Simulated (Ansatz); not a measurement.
Start from Ru in the hcp (Mg type) structure (space group P6_3/mmc, No. 194; a = 2.676 Å, c = 4.224 Å; relaxed with 0.1 eV smearing). Axes: x lies along a and z along c of the hexagonal cell.

Level of theory: plane-wave PAW DFT at the LDA level (Ansatz, a quantum-chemistry and plane-wave program, 420 eV), spin-orbit coupling left out.

The change: uniaxial strain ε_zz = −1.00 %, all other strain components held at zero; the atoms relax in the strained cell.

**Question.** Predict the stress tensor and what it implies for the stiffness.

**Answer.** Stress of the strained cell less that of the base (GPa, compression positive):
```
    2.1     0.0     0.0
    0.0     2.1     0.0
    0.0     0.0     7.7
```

Then −Δσ_ii/ε with ε = -0.0100 gives relaxed-ion elastic constants: C33 ≈ 768 GPa, C13 ≈ 212 GPa and C23 ≈ 212 GPa.

Whether these cells are dynamically stable was not tested. All final runs are without spin polarisation.
